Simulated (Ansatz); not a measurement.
**Si (diamond structure), cut as (100) film, 24 layers, dimers on {100} faces where they fit, ended by OH**

Cell contents Si96O8H8 (112 atoms). Vacuum separates the object from its periodic images.

Calculation: PBE (plane waves to 420 eV, PAW; Ansatz, an electronic-structure program).

k-points: Γ-centred 4×4×1 mesh; occupations: Fermi-Dirac, 0.020 eV; spin polarisation not allowed. Scalar-relativistic, no spin-orbit coupling.

 The in-plane lattice is held at the bulk value.

```yaml
electronic_character: not metallic
Kohn-Sham band gap: 0.67 eV
character of the gap on the mesh and a band path of the cell's zone: direct (the cell's symmetry is low, so an edge off the path may lie nearer)
k-point of the valence-band top (reciprocal lattice units): (0.000, 0.000, 0.000)
k-point of the conduction-band bottom (reciprocal lattice units): (0.000, 0.000, 0.000)
depth_of_the_highest_filled_level_under_the_vacuum_level: 4.32 eV
depth_of_the_lowest_empty_level_under_the_vacuum_level: 3.65 eV
weight_of_the_highest_filled_level_on_the_outer_atoms_and_the_ending: 0.03
weight_of_the_lowest_empty_level_on_the_outer_atoms_and_the_ending: 0.18
electron_mass_at_the_zone_centre: 0.26 mₑ along the first reciprocal vector, 0.17 mₑ along the second reciprocal vector
hole_mass_of_the_top_band_at_the_zone_centre: 0.18 mₑ along the second reciprocal vector; not resolved along the other
change_of_bonding_against_the_cut: none
number of neighbours within 2.838 Å (ending not counted): 3 for 8 atoms, 4 for 88 atoms
mean Si-Si distance (least to greatest): 2.371 Å (2.350 to 2.441)
cost_of_relaxation_and_final_run: very roughly 10 core-hours
```
